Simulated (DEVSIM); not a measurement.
System: abrupt Si n-p junction, at 300 K.

```tsv
layer (left to right)	material	thickness (μm)	Nd (cm⁻³)	Na (cm⁻³)	τn (s)	τp (s)
1	Si	3.00	1.2e16	-	1.1e-6	1.1e-6
2	Si	0.410	-	9.1e17	1.1e-6	1.1e-6
```

Left contact: ohmic. Right contact: ohmic. Voltage is applied to the left contact. Recombination: SRH at mid-gap. Mobility is constant in doping.

The device is made up for the run: typed textbook-type constants, with dimensions and the other settings drawn at random. Values at 300 K.

```
parameter           Si
-------------  -------
gap (eV)         1.124
affinity (eV)     4.05
permittivity      11.7
Nc (cm⁻³)      2.86e19
Nv (cm⁻³)       3.1e19
μn (cm²/Vs)       1417
μp (cm²/Vs)        470
```

Simulated with DEVSIM: 1D drift-diffusion, Boltzmann statistics, complete ionisation; no tunnelling, impact ionisation, image-force lowering or self-heating.

The doping Nd of layer 1 was swept, all else fixed.

| doping Nd of layer 1 (cm^-3) | dark forward voltage at 100 A/cm² (V) | dark forward voltage at 1 A/cm² (V) | largest field in the device at zero bias (V/cm) | potential step across the device at zero bias (V) |
|---|---|---|---|---|
| 3.6e14 | 0.699 | 0.517 | 52000 | 0.741 |
| 1.2e15 | 0.705 | 0.546 | 53000 | 0.772 |
| 3.6e15 | 0.714 | 0.573 | 57000 | 0.801 |
| 1.2e16 | 0.728 | 0.600 | 68000 | 0.832 |
| 3.6e16 | 0.741 | 0.619 | 97000 | 0.860 |
| 1.2e17 | ? | ? | ? | 0.891 |
| 3.6e17 | 0.755 | 0.636 | 260000 | 0.920 |

Q: Fill in the missing entries.

A: 
- 1.2e17, dark forward voltage at 100 A/cm² (V): 0.751
- 1.2e17, dark forward voltage at 1 A/cm² (V): 0.631
- 1.2e17, largest field in the device at zero bias (V/cm): 170000
